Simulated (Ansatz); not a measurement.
Abridged Ansatz (a first-principles code) output:

```
Relaxation: its limit of steps is 60 (relax.max_steps)
Pseudopotential: W, paw, valence charge 14
Pseudopotential: C, paw, valence charge 4
Crystal: 2 atoms, lattice volume = 20.840 Å³
Basis set: ecut = 500 eV, 539 PW (Γ), exchange–correlation on 96×96×96 points (64 copies of the dense FFT grid, shifted against one another)
Bands: 13, of which v1, the nominal top of the filled ones, is band 9 counted from 1 (8 counted from 0)
Symmetry: 12 space group operations
k-points: 333 of 5184 (time reversal used)
Functional: x = r2scan, c = r2scan; τ floored in thin density (d = 2e-4 eV/Å³)
SCF iter   1: F=—  HF=-10651.135880 eV  |F-HF|=—  |Δ(HF+E_count)|=         —  Δρ=1.25e-1  dr2=4.40e0  dr2_τ=5.08e-1  ethr=3.10e-3  ⟨swp⟩=5.9  Hψ=21664  notcnv=0
SCF iter   2: F=—  HF=-10650.307975 eV  |F-HF|=—  |Δ(HF+E_count)|=   8.28e-1  Δρ=4.44e-2  dr2=4.46e-1  dr2_τ=1.01e-1  ethr=3.10e-3  ⟨swp⟩=2.9  Hψ=10363  notcnv=0
SCF 1 converged in 7 iterations: F = -10650.279570 eV  dr2 = 3.57e-9
relax step   1: F+E_penalty+E_count = -10650.27957000 eV  Δ(F+E_penalty+E_count) = +0.000e0 eV  max|allowed force component| = 1.214e-16 eV/Å  Δτ_max = 0.0000 Å  P = -0.004 GPa  Ω = 20.840 Å³  (7 SCF iters, dr2 threshold 1.00e-7 eV, accepted)
[... steps on the carried basis left out ...]
relax step   5: F+E_penalty+E_count = -10650.27940627 eV  Δ(F+E_penalty+E_count) = -1.504e-5 eV  max|allowed force component| = 1.457e-16 eV/Å  Δτ_max = 0.0000 Å  P = -1.000 GPa  Ω = 20.892 Å³  stress off target by 2.74e-3 GPa  SCF on the basis re-selected at this cell (its energy is not comparable with the rows above)  (5 SCF iters)
SCF converged after 5 iterations
Free energy (F): -10650.279406 eV
Internal energy: -10650.277173 eV  (E = F + TS)
E sigma→0 (E₀):  -10650.278290 eV
Entropy (-TS):   -0.002233 eV (-1.116 meV/atom)
Fermi energy:    20.173461 eV
--- Forces (eV/Å), atoms counted from 1 ---
  atom   1  W     -0.00000000    -0.00000000     0.00000000
  atom   2  C      0.00000000    -0.00000000    -0.00000000
--- Stress (GPa, compression-positive) ---
       -1.001751       0.000000       0.000000
       -0.000000      -1.001751      -0.000000
        0.000000      -0.000000      -0.997262
  P = ⅓ Tr σ = -1.0003 GPa (-10.003 kbar)
--- Relaxed structure (4 steps of the walk, 4 accepted, 1 SCFs on fresh bases) ---
  cell:  # Å, volume = 20.8921 Å³
    - [2.915209814617666, -2.889376928928254e-11, 8.520556660151428e-31]
    - [-1.4576049072838106, 2.5246457568350698, -7.432524163045872e-20]
    - [1.389695809746642e-33, -8.358779086941676e-20, 2.838653337823988]
  atoms:
    - { symbol: W, position: [-3.700743415524895e-17, -5.599308883553698e-34, 1.3207355244821093e-34] }
    - { symbol: C, position: [0.6666666666666666, 0.3333333333333333, 0.5] }
```

What was computed, and what are the main results?

WC, 2 atoms in the cell, with r2SCAN in Ansatz (plane waves to 500 eV, PAW, scalar-relativistic without spin-orbit coupling), earlier PAW set, from a series relaxed to a target (pressure −1 GPa). The last SCF converged to F = -10650.279406 eV, or -5325.1397 eV per atom, at a pressure of -1.00 GPa. The total energy compares only with runs of the same code, potentials and settings.

Load acts through the strain it causes; cell and atoms are relaxed under it. Stability against distortions was not tested. All final runs are without spin polarisation. The cell was made from WC (space group P-6m2, No. 187) by this change: pressure −1 GPa.

Keys are those of Ansatz 0.2.
